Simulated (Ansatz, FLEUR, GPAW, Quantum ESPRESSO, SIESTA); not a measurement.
## Code comparison for NiPtF6 (R-3, 8 atoms in the cell)

Self-consistent single point.

```
CELL_PARAMETERS angstrom
      2.45105     1.41511     4.54170
     -2.45105     1.41511     4.54170
      0.00000    -2.83022     4.54170
ATOMIC_POSITIONS crystal
  Ni 0.00000 0.00000 0.00000
  Pt 0.50000 0.50000 0.50000
  F  0.90388 0.25259 0.59311
  F  0.09612 0.74741 0.40689
  F  0.59311 0.90388 0.25259
  F  0.40689 0.09612 0.74741
  F  0.25259 0.59311 0.90388
  F  0.74741 0.40689 0.09612
```
Moments meant for the start (each program seeds them in its own way; μB, in the order of the atoms Ni Pt F F F F F F): 2.0 0.0 0.0 0.0 0.0 0.0 0.0 0.0.

Shared settings, as Ansatz (a first-principles code) writes them: kpoints.mp_grid.grid = 1 1 1; scf.occupations.method = fermi_dirac; scf.occupations.width = 0.02 eV. Potentials and cutoffs stand in the table.

| code | model | pressure (GPa) | largest force (eV/Å) | size of the net moment (μB/atom) | cutoff |
|---|---|---|---|---|---|
| Quantum ESPRESSO | PBEsol, SSSP 1.1.2 efficiency (PBE) pseudopotentials | -0.01 | 0.653 | 0.25 | 50 Ry |
| FLEUR | PBEsol, all-electron FLAPW (FLEUR), scalar-relativistic valence | – | 0.652 | 0.25 | Kmax 4.7 1/bohr |
| SIESTA | GGA PBEsol, numerical atomic orbitals DZP, PseudoDojo PBEsol standard norm-conserving potentials (rewritten from UPF to PSML) | -4.73 | 1.105 | 0.25 | grid 350 Ry |
| GPAW | PBEsol, GPAW PAW datasets PBEsol (made by gpaw-setup) | – | 0.474 | 0.25 | 900 eV |
| Ansatz | PBEsol, PAW files made with PBE | -1.08 | 0.590 | 0.25 | default |

A dash marks a value that a program does not give, or that is left out as unsure.

On Ansatz's run: spin-orbit coupling is off. With one magnetic atom in the cell only a parallel order is possible.

The spread over the programs that give each value: pressure within 4.72 GPa; largest force within 0.631 eV/Å; size of the net moment within 0.00 μB/atom.

SIESTA uses small atom-centred bases, whose incompleteness enters pressures, forces and empty levels differently from a plane-wave cutoff. FLEUR treats all electrons, but the usual bases taken here (sphere radii, linearisation, local orbitals, empty states) were not tested for convergence, so the values are no reference for the others. Ansatz's pressure is given at a fixed set of plane waves, as the other plane-wave codes print theirs; with its correction for the finite basis it is -0.53 GPa (the shift of 0.55 GPa shows how far the cutoff is from converged). The pressure of GPAW is left out: its cutoff lies under the one at which its stress was checked. In the pressure, SIESTA (by 4.19) lies more than 1 GPa from the median of the plane-wave programs.

On the base mesh (4 4 4) the same programs gave: Ansatz pressure -1.30 GPa, gap on the mesh 0.979 eV; Quantum ESPRESSO pressure -0.28 GPa; SIESTA pressure -4.61 GPa.

The values differ from the base mesh's, so the mesh still matters here: the table compares the programs at equal settings.

The starting cell comes from a database of computed structures (which also holds hypothetical and non-ambient phases and stackings), without a prior relaxation at this level.

Left out of this page: CP2K (on another mesh).

Keys are those of Ansatz 0.2.
